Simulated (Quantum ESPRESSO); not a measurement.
Worked example: self-consistent single point of AlPt (P2_13, 8 atoms in the cell) in Quantum ESPRESSO.

Computed with LDA (PW92), PseudoDojo standard norm-conserving (LDA) pseudopotentials (plane waves; Quantum ESPRESSO).

```
CELL_PARAMETERS angstrom
      4.87893     0.00000     0.00000
      0.00000     4.87893     0.00000
      0.00000     0.00000     4.87893
ATOMIC_POSITIONS crystal
  Al 0.84403 0.84403 0.84403
  Al 0.65597 0.15597 0.34403
  Al 0.34403 0.65597 0.15597
  Al 0.15597 0.34403 0.65597
  Pt 0.15506 0.15506 0.15506
  Pt 0.34494 0.84494 0.65506
  Pt 0.65506 0.34494 0.84494
  Pt 0.84494 0.65506 0.34494
```

Reference input (self-consistent single point, DFT, LDA (PW92), plane waves, PseudoDojo standard norm-conserving (LDA) pseudopotentials): ecutwfc = 85 Ry; occupations = smearing; smearing = methfessel-paxton; degauss = 0.019992 Ry; potentials = {Al: Al.upf, Pt: Pt.upf}; K_POINTS = automatic 5 5 5 0 0 0; conv_thr = 1e-10 Ry; mixing_beta = 0.4. This run's input differs from it in these lines:

```diff
@@ -35,3 +35,3 @@
 K_POINTS automatic
-5 5 5  0 0 0
+4 4 4  0 0 0
```

The program printed (abridged):

```
     Self-consistent Calculation

     iteration #  1     ecut=    85.00 Ry     beta= 0.40

     Threshold (ethr) on eigenvalues was too large:
     Diagonalizing with lowered threshold

     total energy              =   -1064.86154854 Ry
     estimated scf accuracy    <       0.68002599 Ry

     iteration #  2     ecut=    85.00 Ry     beta= 0.40

     total energy              =   -1065.02466858 Ry
     estimated scf accuracy    <       0.11681222 Ry

     iteration #  3     ecut=    85.00 Ry     beta= 0.40

     total energy              =   -1065.03637744 Ry
     estimated scf accuracy    <       0.01230297 Ry

   [... 5 blocks of this kind left out ...]

     iteration #  9     ecut=    85.00 Ry     beta= 0.40

     total energy              =   -1065.03744331 Ry
     estimated scf accuracy    <          3.5E-10 Ry

     iteration # 10     ecut=    85.00 Ry     beta= 0.40
     End of self-consistent calculation

     the Fermi energy is    16.7321 ev

!    total energy              =   -1065.03744331 Ry
     estimated scf accuracy    <          2.5E-11 Ry
     smearing contrib. (-TS)   =      -0.00006249 Ry
     internal energy E=F+TS    =   -1065.03738083 Ry

     convergence has been achieved in  10 iterations

     Forces acting on atoms (cartesian axes, Ry/au):

     atom    1 type  1   force =    -0.00034843   -0.00034843   -0.00034843
     atom    2 type  1   force =     0.00034843    0.00034843   -0.00034843
     atom    3 type  1   force =    -0.00034843    0.00034843    0.00034843
     atom    4 type  1   force =     0.00034843   -0.00034843    0.00034843
     atom    5 type  2   force =    -0.00045035   -0.00045035   -0.00045035
   [... lines left out ...]

     Total force =     0.001972     Total SCF correction =     0.000001

          total   stress  (Ry/bohr**3)                   (kbar)     P=      -59.72
  -0.00040594   0.00000000   0.00000000          -59.72        0.00        0.00
   0.00000000  -0.00040594   0.00000000            0.00      -59.72        0.00
   0.00000000   0.00000000  -0.00040594            0.00        0.00      -59.72

   JOB DONE.
```

The run converged in 10 iterations. Against the reference run the free energy falls by 6.9 meV/atom, the pressure hardly changes (-6.00 to -5.97 GPa) and the largest force goes from 0.030 to 0.020 eV/Å.

The starting cell comes from a database of computed structures (which also holds hypothetical and non-ambient phases and stackings), without a prior relaxation at this level. Spin polarisation is off. With a pressure of about -6 GPa the cell is away from its equilibrium volume at this level.

Cost on one core of a shared machine: roughly 90 s.
